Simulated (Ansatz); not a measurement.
MoPt2 (Immm, No. 71), treated with rVV10 (Ansatz, a quantum-chemistry and plane-wave program, PAW).

Numerical settings: plane-wave cutoff 520 eV, 24×24×24 k mesh, Fermi–Dirac smearing 0.05 eV, no spin polarisation, scalar-relativistic PAW data made under PBE.

A third-order Birch–Murnaghan fit to the energies gives V0 = 15.826 Å³/atom, B0 = 255 GPa, B′ = 5.1.

| V (Å³/atom) | P (GPa) |
|---|---|
| 15.193 | (withheld) |
| 15.509 | (withheld) |
| 15.826 | 0.00 |
| 16.142 | (withheld) |
| 16.459 | -9.07 |

Task: Estimate the withheld pressures from this fit; the answers are the runs' own values.

Result: 
- 15.193, P (GPa): 11.56
- 15.509, P (GPa): 5.43
- 16.142, P (GPa): -4.81

The formula P = (3/2) B0 (x^(7/3) − x^(5/3)) [1 + (3/4)(B′ − 4)(x^(2/3) − 1)] with x = V0/V meets the computed pressures within 0.03 GPa when these rounded values are put in.

Shape and atoms are relaxed at each volume.

Note: the relaxation could not lower the start's symmetry, so the cell can be a saddle point above a distorted one; the bulk modulus comes from volumes at which shape and atoms were relaxed.

Spin–orbit coupling is not included.

It cost about 60 core-minutes (a rough figure) of CPU time.
